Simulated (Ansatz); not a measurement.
Functionals compared on Cl on the 1x1 (111) surface of fcc Rh, one in a 2x2 cell, started at the site 'hollow Rh-Rh-Rh over Rh at depth 4.4 Å', in Ansatz (plane waves, PAW). The structure was relaxed with PBE; the other rows are single points on it, each with its references at the same level. Cutoff 420 eV (500 eV for r2SCAN).

Model: 17-atom slab, 6.5 Å thick at the start under the adsorbate (thin: gaps and levels are the slab's own), 6x6x1 mesh, Fermi-Dirac 0.1 eV, dipole correction, 8 atoms held, the rest relaxed; held to the start's symmetry, so lower structures may exist; no spin, no spin-orbit, no U, no dispersion correction. At the end it is bonded to 3 Rh. In PBE it is, or lies within 0.03 eV of, the lowest of the starts that converged. These notes are the PBE run's. Adsorption energies are against ½ Cl2(g). A negative adsorption energy means that the adsorbate is more stable on the surface than in its reference.

```
functional  adsorption energy (eV)  work function of the top face (eV)  change of the work function (eV)          rough cost of the single point
----------  ----------------------  ----------------------------------  --------------------------------  --------------------------------------
PBE                          -1.96                                5.02                             -0.13                                       –
RPBE                         -1.68                                4.91                             -0.06  about 80 core-seconds (a rough figure)
r2SCAN                       -2.33                                5.13                              0.00           very roughly 2.4 core-minutes
```

Ansatz is an electronic-structure program.
